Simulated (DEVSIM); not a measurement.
System: Cr/La2O3/n-In0.53Ga0.47As capacitor, at 300 K.

```tsv
layer (left to right)	material	thickness (nm)	Nd (cm⁻³)
1	La2O3	5.20	-
2	In0.53Ga0.47As	14000	1.6e15
```

Metal gate on the left, work function 4.5 eV. Fixed charge at the semiconductor interface 1e12 cm⁻² (in units of +e); interface traps 6.6e10 cm⁻² eV⁻¹, uniform in energy, neutral level at 0.5 of the gap above the valence band.

Constants are typed, rounded textbook-type inputs, not results; the design itself was drawn at random and stands for no fabricated device. Values at 300 K.

```
parameter      La2O3  In0.53Ga0.47As
-------------  -----  --------------
gap (eV)         5.8            0.74
affinity (eV)    1.8            4.51
permittivity      27            13.9
Nc (cm⁻³)          -          2.1e17
Nv (cm⁻³)          -          7.7e18
```

Model (solved in DEVSIM): 1D Poisson equation in equilibrium, Boltzmann statistics, complete ionisation; no quantum confinement or tunnelling. Metal contacts follow the ideal Schottky-Mott rule: no Fermi-level pinning, no interface dipoles.

Q: Tabulate band edges, carrier densities and field at -0.55 V on the gate.

A: Energies count from the Fermi level of the right contact; mesh points crowd at the junctions.

```json
[
 {"x (μm)": "0.000", "Ec (eV)": "3.250", "Ev (eV)": "-2.550", "n (cm⁻³)": "< 1e2", "p (cm⁻³)": "< 1e2", "field (V/cm)": "-74000"},
 {"x (μm)": "0.001321", "Ec (eV)": "3.240", "Ev (eV)": "-2.560", "n (cm⁻³)": "< 1e2", "p (cm⁻³)": "< 1e2", "field (V/cm)": "-74000"},
 {"x (μm)": "0.003251", "Ec (eV)": "3.226", "Ev (eV)": "-2.574", "n (cm⁻³)": "< 1e2", "p (cm⁻³)": "< 1e2", "field (V/cm)": "-74000"},
 {"x (μm)": "0.004857", "Ec (eV)": "3.214", "Ev (eV)": "-2.586", "n (cm⁻³)": "< 1e2", "p (cm⁻³)": "< 1e2", "field (V/cm)": "-74000"},
 {"x (μm)": "0.006747", "Ec (eV)": "0.500", "Ev (eV)": "-0.240", "n (cm⁻³)": "8.5e8", "p (cm⁻³)": "7.1e14", "field (V/cm)": "-12000"},
 {"x (μm)": "0.01080", "Ec (eV)": "0.495", "Ev (eV)": "-0.245", "n (cm⁻³)": "1.0e9", "p (cm⁻³)": "5.8e14", "field (V/cm)": "-12000"},
 {"x (μm)": "0.02036", "Ec (eV)": "0.483", "Ev (eV)": "-0.257", "n (cm⁻³)": "1.6e9", "p (cm⁻³)": "3.7e14", "field (V/cm)": "-12000"},
 {"x (μm)": "0.05749", "Ec (eV)": "0.441", "Ev (eV)": "-0.299", "n (cm⁻³)": "8.2e9", "p (cm⁻³)": "7.3e13", "field (V/cm)": "-11000"},
 {"x (μm)": "0.1331", "Ec (eV)": "0.364", "Ev (eV)": "-0.376", "n (cm⁻³)": "1.6e11", "p (cm⁻³)": "3.7e12", "field (V/cm)": "-9400"},
 {"x (μm)": "0.3155", "Ec (eV)": "0.227", "Ev (eV)": "-0.513", "n (cm⁻³)": "3.2e13", "p (cm⁻³)": "1.9e10", "field (V/cm)": "-5600"},
 {"x (μm)": "0.7560", "Ec (eV)": "0.130", "Ev (eV)": "-0.610", "n (cm⁻³)": "1.4e15", "p (cm⁻³)": "4.3e8", "field (V/cm)": "-320"},
 {"x (μm)": "2.467", "Ec (eV)": "0.126", "Ev (eV)": "-0.614", "n (cm⁻³)": "1.6e15", "p (cm⁻³)": "3.7e8", "field (V/cm)": "≈ 0"},
 {"x (μm)": "5.949", "Ec (eV)": "0.126", "Ev (eV)": "-0.614", "n (cm⁻³)": "1.6e15", "p (cm⁻³)": "3.7e8", "field (V/cm)": "≈ 0"},
 {"x (μm)": "10.57", "Ec (eV)": "0.126", "Ev (eV)": "-0.614", "n (cm⁻³)": "1.6e15", "p (cm⁻³)": "3.7e8", "field (V/cm)": "≈ 0"},
 {"x (μm)": "12.96", "Ec (eV)": "0.126", "Ev (eV)": "-0.614", "n (cm⁻³)": "1.6e15", "p (cm⁻³)": "3.7e8", "field (V/cm)": "≈ 0"},
 {"x (μm)": "13.59", "Ec (eV)": "0.126", "Ev (eV)": "-0.614", "n (cm⁻³)": "1.6e15", "p (cm⁻³)": "3.7e8", "field (V/cm)": "≈ 0"},
 {"x (μm)": "13.83", "Ec (eV)": "0.126", "Ev (eV)": "-0.614", "n (cm⁻³)": "1.6e15", "p (cm⁻³)": "3.7e8", "field (V/cm)": "≈ 0"},
 {"x (μm)": "13.93", "Ec (eV)": "0.126", "Ev (eV)": "-0.614", "n (cm⁻³)": "1.6e15", "p (cm⁻³)": "3.7e8", "field (V/cm)": "≈ 0"},
 {"x (μm)": "13.98", "Ec (eV)": "0.126", "Ev (eV)": "-0.614", "n (cm⁻³)": "1.6e15", "p (cm⁻³)": "3.7e8", "field (V/cm)": "≈ 0"},
 {"x (μm)": "14.00", "Ec (eV)": "0.126", "Ev (eV)": "-0.614", "n (cm⁻³)": "1.6e15", "p (cm⁻³)": "3.7e8", "field (V/cm)": "≈ 0"},
 {"x (μm)": "14.00", "Ec (eV)": "0.126", "Ev (eV)": "-0.614", "n (cm⁻³)": "1.6e15", "p (cm⁻³)": "3.7e8", "field (V/cm)": "≈ 0"},
 {"x (μm)": "14.01", "Ec (eV)": "0.126", "Ev (eV)": "-0.614", "n (cm⁻³)": "1.6e15", "p (cm⁻³)": "3.7e8", "field (V/cm)": "≈ 0"}
]
```
